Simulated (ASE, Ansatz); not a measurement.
A thermal frame of composition Zr3Cu5, cell Zr18Cu30, held well above this temperature first, at a temperature that wasn't checked against the liquidus, so perhaps supercooled [in the CHGNet run: it was liquid; mean temperature 1187 K (target 1120 K); density 7.15 g/cm³, volume +7 % from the start cell's; mean pressure 0.4 GPa against a target of 0], from MD with the machine-learned potential CHGNet 0.3.0 in ASE at 1120 K. Method: PBEsol (plane waves, PAW; Ansatz, an electronic-structure program).

```
Item                                               Value
-----------------  -------------------------------------
plane-wave cutoff                                 420 eV
k-points                      one point, (1/4, 1/4, 1/4)
Fermi-Dirac width                               0.097 eV
spin               not polarised; no spin-orbit coupling
```

A check of the k-sampling: on the last frame of the same run a denser mesh moved the PBE forces by 0.057 eV/Å rms, the static pressure by -0.08 GPa and the free energy by -2 meV/atom.

```xyz
48
Lattice="9.3762 0.0000 0.0000 0.0000 9.3762 0.0000 0.0000 0.0000 9.3762" Properties=species:S:1:pos:R:3 pbc="T T T"
Cu     1.8083     8.4258    -2.8199
Cu     4.6286     7.2169     6.6643
Cu    -0.3603     5.3256     0.3826
Cu     5.1561     5.1471     5.7541
Cu     2.9876     3.7501     6.5692
Cu     0.1305     6.4786     5.9905
Cu     3.9470     3.6587     1.4204
Cu     4.0943    -0.6065     1.8126
Cu     2.0480     3.5960    -0.2740
Cu     7.7412     3.7299     5.1086
Cu    -0.2374    10.0316    -3.1872
Cu     7.2635    10.9805     4.6021
Cu     5.1441     0.2331     6.6780
Cu     3.4611     8.6684    -0.7602
Cu    -0.8494     7.6967     0.9138
Cu     9.6531    11.8046     4.5074
Cu     6.8085     5.9546     0.9969
Cu     7.7441     1.5386     0.8540
Cu     1.7778    -0.9661     1.5059
Cu     5.1368     2.7558     5.8021
Cu     2.7099     5.9119     6.1235
Cu     7.3565     3.7149     0.1728
Cu     2.5623     1.5959    10.6108
Cu     0.3924     4.7629     4.1001
Cu     2.2051    10.6026     3.2245
Cu     5.6141     1.5350     1.7818
Cu     3.2590     5.9818     1.5939
Cu     6.6372     8.6216     2.4483
Cu    -0.4600    -1.3590    -1.4297
Cu     0.9953     6.2715     2.2153
Zr     2.4493     1.4578     6.0866
Zr     7.0760     1.9191     7.6125
Zr     4.3747     1.9891     8.7376
Zr    -0.3427     9.2150     3.2488
Zr     2.4143     7.9510     4.1722
Zr     0.4477     3.8364     7.2915
Zr     7.4606     5.5646     7.2581
Zr     2.8367     4.0189     3.8054
Zr     7.2128     8.1864     5.6424
Zr     6.1969    -0.9957    -0.3370
Zr     5.0796     6.6444     3.5305
Zr     6.3047     4.1305     2.9749
Zr     7.8014     6.4100     3.6144
Zr     0.2275     2.9436     1.7571
Zr     0.4635     0.6278    -0.6482
Zr     4.7384     5.1737    -0.6438
Zr     4.8852    10.1234     4.1553
Zr     1.8992     6.5887    -0.7209
```

**Question.** Give the forces on all atoms (eV/Å), the static pressure (no kinetic part).

**Answer.** 
| atom | Fx Fy Fz |
|---|---|
| Cu1 | -0.742 -0.789 1.315 |
| Cu2 | 0.022 0.902 0.409 |
| Cu3 | 0.823 -0.114 -0.318 |
| Cu4 | 0.227 -0.696 -0.403 |
| Cu5 | 1.064 0.338 1.189 |
| Cu6 | 0.795 0.264 -0.425 |
| Cu7 | 0.468 -0.319 0.384 |
| Cu8 | 0.352 0.221 -0.167 |
| Cu9 | 0.951 0.005 0.803 |
| Cu10 | -0.023 1.283 1.134 |
| Cu11 | 0.077 0.279 -0.271 |
| Cu12 | 0.279 -1.035 -0.243 |
| Cu13 | -0.801 0.236 0.657 |
| Cu14 | -0.053 0.554 -0.137 |
| Cu15 | 0.638 0.313 0.459 |
| Cu16 | 0.421 -0.462 -0.110 |
| Cu17 | -0.408 0.474 0.065 |
| Cu18 | -0.386 -1.703 0.153 |
| Cu19 | -0.074 0.525 -0.471 |
| Cu20 | 0.058 -0.040 0.313 |
| Cu21 | -0.572 1.033 -0.597 |
| Cu22 | -0.850 0.231 -0.333 |
| Cu23 | 0.304 -0.022 -2.952 |
| Cu24 | -0.063 0.036 0.382 |
| Cu25 | -0.742 -0.864 3.120 |
| Cu26 | -0.285 0.215 -0.466 |
| Cu27 | 0.452 0.176 0.272 |
| Cu28 | -0.381 0.332 -0.394 |
| Cu29 | -0.871 -1.550 -1.306 |
| Cu30 | -0.427 -0.190 0.492 |
| Zr31 | -0.114 -0.750 -0.831 |
| Zr32 | 0.897 0.119 -0.943 |
| Zr33 | -0.202 -0.250 -0.287 |
| Zr34 | 0.384 0.769 -0.196 |
| Zr35 | 0.573 -0.813 -0.738 |
| Zr36 | -0.910 -0.422 -1.029 |
| Zr37 | -1.060 -0.359 0.613 |
| Zr38 | 0.773 0.150 0.200 |
| Zr39 | -0.594 0.933 0.892 |
| Zr40 | -0.047 0.016 0.037 |
| Zr41 | -1.768 0.641 0.191 |
| Zr42 | -0.753 -2.010 -0.774 |
| Zr43 | 1.887 -0.369 -0.680 |
| Zr44 | 0.658 1.215 0.512 |
| Zr45 | 1.734 1.781 1.735 |
| Zr46 | -0.002 0.334 -0.440 |
| Zr47 | -0.603 -0.439 -0.992 |
| Zr48 | -1.106 -0.182 0.176 |
- static pressure (no kinetic part): -5.65 GPa
